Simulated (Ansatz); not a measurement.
## NH2 on the 1x1 (110) surface of bcc Ta, one in a 2x2 cell, started at the site 'bridge Ta-Ta (span 2.9 Å)'

These are r2SCAN, at the PBE geometry (plane waves to 500 eV, PAW; Ansatz, a quantum-chemistry and plane-wave program) values and carry that method's errors.

Slab: 19 atoms, 6.8 Å thick at the start under the adsorbate (thin: gaps and levels are the slab's own); k 5x5x1, smearing 0.1 eV, dipole-corrected; single point; on the structure that PBE left under its start's symmetry; no spin, no spin-orbit, no U, no dispersion correction. At the end it is bonded to 2 Ta. In PBE it is, or lies within 0.03 eV of, the lowest of the starts that converged; the order may differ at this level.

```
Quantity                                                                                                                   Value
--------------------------------------------------------------------------------------  ----------------------------------------
adsorption energy against NH3(g) − ½ H2(g) at the same level                                                            -1.38 eV
work function of the top face                                                                                            3.50 eV
change of the work function                                                                                             -1.38 eV
change of the step from the bottom to the top vacuum level, against the clean slab                                      -1.36 eV
height of the binding atom over the mean of the host atoms within 0.3 Å of the top one                                   1.755 Å
nearest host atoms of the binding atom                                                  Ta at 2.21 Å, Ta at 2.21 Å, Ta at 3.46 Å
cost                                                                                                      roughly 4 core-minutes
```

A negative adsorption energy means that the adsorbate is more stable on the surface than in its reference.
